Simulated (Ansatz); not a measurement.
## Mg (P6_3/mmc): band-structure transport figures

Here is the system:

```yaml
crystal:
  lattice:
    - [3.18949, 0.00000, 0.00000]
    - [-1.59475, 2.76218, 0.00000]
    - [0.00000, 0.00000, 5.11262]
  atoms:
    - { symbol: Mg, position: [0.33333, 0.66667, 0.25000] }
    - { symbol: Mg, position: [0.66667, 0.33333, 0.75000] }
```

Calculation: PBEsol, rigid bands (plane waves, PAW, scalar-relativistic; Ansatz, an electronic-structure program). Cell: cell and atoms relaxed with PBEsol.

```yaml
density of states at the Fermi level: 0.831 states/(eV·cell), both spins
bare Sommerfeld coefficient: 0.98 mJ/(mol of atoms·K²)
drude_plasma_energy: 7.6 (x), 7.6 (y), 8.0 (z) eV
root-mean-square Fermi velocity: 1.1e6 m/s
resistivity times τ: 8.5 (x), 8.5 (y), 7.6 (z) ×10⁻²² Ω·m·s
```

A metal at this level (no band gap); rigid bands, thermally averaged at 300 K, both spins. Spin-orbit coupling is left out. τ is one relaxation time for all states.
